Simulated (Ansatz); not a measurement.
Take TiAl₃ (space group I4/mmm, No. 139; a = 3.846 Å, c = 8.620 Å) as the base.

The values are results of PBE (Ansatz, an electronic-structure program, PAW, no SOC), not measurements.

One change was made to it. Results:

```tsv
quantity	base	after
c/a ratio	2.241	2.238
density	3.36 g/cm³	3.56 g/cm³
```

Task: Which of these changes matches the shifts?
A. pressure 7 GPa
B. pressure 15 GPa
C. pressure −1 GPa

Result: A, pressure 7 GPa. For comparison, the density in the other runs: pressure 15 GPa gives 3.76 g/cm³; pressure −1 GPa gives 3.32 g/cm³.

Load acts through the strain it causes; cell and atoms are relaxed under it. Stability against distortions was not tested. No other phases were tried under pressure. The final runs are not spin-polarised.
